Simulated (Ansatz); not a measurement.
Take AgCl in the rock salt structure (space group Fm-3m, No. 225; a = 5.611 Å) as the base.

The values are results of PBE (Ansatz, a first-principles code), no SOC, not measurements.

For the base:

```
Property              Result
-------------------  -------
Band gap             0.92 eV
Smallest direct gap  2.88 eV
```

One thing is altered: the cell is scaled by 0.9800 in all directions; the atoms relax in the strained cell.

### Question
What happens to the band gap, energy relative to the base and smallest direct gap?

### Answer
The band gap falls by 0.016 eV (0.92 eV → 0.91 eV); the energy goes up by 11 meV/atom; the smallest direct gap grows by 0.192 eV, from 2.88 eV to 3.08 eV.

Stability against distortions was not tested.
